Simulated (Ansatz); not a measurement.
The reference is a 12-atom supercell of ZrO2 (space group P4_2/nmc, No. 137; a = 3.6210 Å, c = 5.2828 Å) at its relaxed geometry.

Computed with plane-wave PAW DFT at the PBE level (Ansatz, a quantum-chemistry and plane-wave program, 420 eV), spin-orbit coupling left out.

Base values:

| Quantity | Value |
|---|---|
| Pressure | 0.0 GPa |
| Mean distance from the defect site to its nearest host atoms | 2.08 Å |

Modification: a neutral Cr on a Zr site, atoms relaxed at fixed cell, starting from a slightly rattled geometry.

### Question
Predict the new pressure, largest displacement of a host atom from its site in the perfect cell and mean distance from the defect site to its nearest host atoms.

### Answer
The pressure goes from zero to -8.7 GPa; the largest displacement of a host atom from its site in the perfect cell comes out as 0.35 Å; the mean distance from the defect site to its nearest host atoms decreases by 0.25 Å to 1.83 Å.

The cell is small, so the values are those of an ordered compound at a high defect concentration; dilute-limit values will differ. No Hubbard U is applied and the magnetic state is the run's own (Zr3CrO8 magnetic); other magnetic orders, which need larger cells, were not tried and can change the gap. The defect cell is spin-polarised and ends with 2.0 μB. This is not the structure that ZrO2 has at room temperature and ambient pressure.
